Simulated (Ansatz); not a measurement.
WSe2: W → Re

Start from WSe2 in the 2H-MoS2 type structure (space group P6_3/mmc, No. 194; a = 3.2304 Å, c = 12.4106 Å; layered, stacked along the Cartesian z axis).

Modification: every W is replaced by Re; the structure is relaxed again.

Level of theory: PBEsol-D3(BJ) in Ansatz (plane waves to 420 eV, PAW, no spin-orbit coupling), earlier PAW set. Γ-centred 17×17×4 mesh, Fermi–Dirac width 0.05 eV, for the changed cell.

```json
{
  "density": "10.80 g/cm³ (base 10.12 g/cm³)",
  "lattice_parameter_a": "3.116 Å (base 3.230 Å)",
  "c/a ratio": "4.038 (base 3.842)",
  "shortest_interatomic_distance": "2.514 Å (base 2.511 Å)",
  "band_gap": "zero (base 0.67 eV)"
}
```

With W present, leaving out spin-orbit coupling can change the band edges. Whether these cells are dynamically stable was not tested. As relaxed here, ReSe2 is a hypothetical phase, not in the database extracts checked. The final runs are not spin-polarised. ReSe2 has a high density of states at the Fermi level and may be magnetic at this level.

Ansatz is an electronic-structure program.
